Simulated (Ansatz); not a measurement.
Fluorite PbF2 (high-temperature phase), treated with Hartree–Fock in Ansatz (PAW).

Input:

Ansatz 0.2 input:
```yaml
crystal:
  lattice:
    - [0.0, 2.9543912708, 2.9543912708]
    - [2.9543912708, 0.0, 2.9543912708]
    - [2.9543912708, 2.9543912708, 0.0]
  atoms:
    - { symbol: Pb, position: [0.0, 0.0, 0.0] }
    - { symbol: F, position: [0.25, 0.25, 0.25] }
    - { symbol: F, position: [0.75, 0.75, 0.75] }
basis:
  ecutwfc: 460
  ecutrho_ratio: 4
  xc_grid: 2
kpoints:
  mp_grid: { grid: [8, 8, 8] }
hamiltonian:
  xc: hf
  dispersion: none
  pseudopotentials: { kind: paw }
scf:
  occupations: { method: fermi_dirac, width: 0.01 }
  convergence: { dr2_threshold: 0.0000000003 }
output:
  forces: true
  stress: true
  eigenvalues: true
```

Excerpt of the program's output:

```
WARN output.stress: scf.exx.energy_threshold = 1e-6 eV is looser than the 3e-8 eV advised for a stress under a hybrid functional (1e-8 eV for each atom of the …
Crystal: 3 atoms, lattice volume = 51.574 Å³
Basis set: ecut = 460 eV, 1139 PW (Γ), exchange–correlation on 60×60×60 points (8 copies of the dense FFT grid, shifted against one another)
Bands: 18, of which v1, the nominal top of the filled ones, is band 14 counted from 1 (13 counted from 0)
Symmetry: 48 space group operations
Space group: Fm-3m (ITA 225), of the structure as read, at distance tolerance 3.7e-5 Å
k-points: 29 of 512
Functional: x = pbe(κ = 0.804, μ = 0.2195149727645171), c = none, warm-up for x = 0 pbe(κ = 0.804, μ = 0.2195149727645171) + 1 exact, c = none
SCF iter   1: F=—  HF=-13370.500276 eV  |F-HF|=—  |Δ(HF+E_count)|=         —  Δρ=4.79e-3  dr2=7.71e-3
SCF iter   2: F=-13370.497880 eV  HF=-13370.497947 eV  |F-HF|=6.75e-5  |Δ(HF+E_count)|=   2.33e-3  Δρ=1.45e-3  dr2=5.24e-4
Crystal: 3 atoms, lattice volume = 51.574 Å³
Initial density: handed on by an earlier stage of this run
Functional: x = 0 pbe(κ = 0.804, μ = 0.2195149727645171) + 1 exact, c = none
  ...
Crystal: 3 atoms, lattice volume = 51.574 Å³
Crystal: 3 atoms, lattice volume = 51.574 Å³
Crystal: 3 atoms, lattice volume = 51.574 Å³
SCF iter   4: F=—  HF=-13372.449836 eV  |F-HF|=—  |Δ(HF+E_count)|=  6.24e-10  Δρ=1.56e-6  dr2=9.39e-10
SCF iter   5: F=-13372.449836 eV  HF=-13372.449836 eV  |F-HF|=2.36e-11  |Δ(HF+E_count)|=  4.95e-10  Δρ=2.43e-7  dr2=2.63e-11
SCF 5 converged in 5 iterations: F = -13372.449836 eV  dr2 = 2.63e-11
Free energy (F): -13372.449836 eV
Internal energy: -13372.449836 eV  (E = F + TS)
E sigma→0 (E₀):  -13372.449836 eV
Fermi energy:    7.723114 eV
--- Forces (eV/Å), atoms counted from 1 ---
  atom   1  Pb    -0.00000000    -0.00000000    -0.00000000
  atom   2  F      0.00000000    -0.00000000     0.00000000
  atom   3  F      0.00000000     0.00000000     0.00000000
--- Stress (GPa, compression-positive) ---
        5.508318      -0.000000      -0.000000
       -0.000000       5.508318       0.000000
       -0.000000       0.000000       5.508318
  P = ⅓ Tr σ = 5.5083 GPa (55.083 kbar)
```

The cell is one volume of an energy–volume scan, off the minimum.

The PAW data were made under PBE.

Cost on a shared machine: around 4 core-minutes (rough).

Ansatz is an electronic-structure program.
